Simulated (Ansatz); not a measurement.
Start from Al in the fcc (Cu type) structure (space group Fm-3m, No. 225; a = 3.9937 Å; relaxed with 0.1 eV smearing). Axes: x, y, z lie along the cube axes.

Level of theory: plane-wave PAW DFT at the r2SCAN level (Ansatz, a first-principles code, 500 eV), no spin-orbit coupling.

Now apply this change: biaxial strain +2.50 %, plane normal [111], relaxed out of plane (Cartesian); in-plane vectors clamped, the third vector and the atoms free.

Question: What does the calculation give for the ratio −ε⊥/ε∥ after the change?

Answer: The ratio −ε⊥/ε∥ comes out as 0.81.

Question: How does this affect the energy relative to the base?

Answer: The energy rises by 8.7 meV/atom.

No phonon test of stability was made.
